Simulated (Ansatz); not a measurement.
The structure below was relaxed with Ansatz (a program for electronic structure), r2SCAN, PAW, cutoff 500 eV, spin-orbit coupling left out.

```
CELL_PARAMETERS angstrom
      4.20499     0.00000     0.00000
      0.00000     4.20499     0.00000
      0.00000     0.00000     4.20499
ATOMIC_POSITIONS crystal
  Ba 0.00000 0.00000 0.00000
  Zr 0.50000 0.50000 0.50000
  O  0.00000 0.50000 0.50000
  O  0.50000 0.50000 0.00000
  O  0.50000 0.00000 0.50000
```

**Question.** Find the space group and the Wyckoff positions.

**Answer.** Space group Pm-3m (No. 221); a = 4.205 Å, b = 4.205 Å, c = 4.205 Å, α = 90.00°, β = 90.00°, γ = 90.00°

| atom | site | symmetry | x | y | z |
|---|---|---|---|---|---|
| Ba | 1a | m-3m | 0.0000 | 0.0000 | 0.0000 |
| Zr | 1b | m-3m | 0.5000 | 0.5000 | 0.5000 |
| O | 3c | 4/mm.m | 0.0000 | 0.5000 | 0.5000 |

**Question.** Describe the coordination.

**Answer.** The crystal has 5 atoms in its conventional cell. Lattice parameters: a = b = c = 4.2050 Å, α = β = γ = 90.00°. Ba is coordinated by 12 O at 2.973 Å (cuboctahedral). Zr is surrounded by 6 O at 2.102 Å (octahedral). O is coordinated by 2 Zr at 2.102 Å and 4 Ba at 2.973 Å (octahedral). (Neighbours: up to the widest gap in distance over summed covalent radii, below 1.35, at either atom; cation-cation and far metal-metal contacts left out.)

No phonon test of stability was made. The cell was made from BaTiO3 by this change: Ti → Zr. Many cubic perovskites are stable only at high temperature; tilts and polar distortions were not tested.
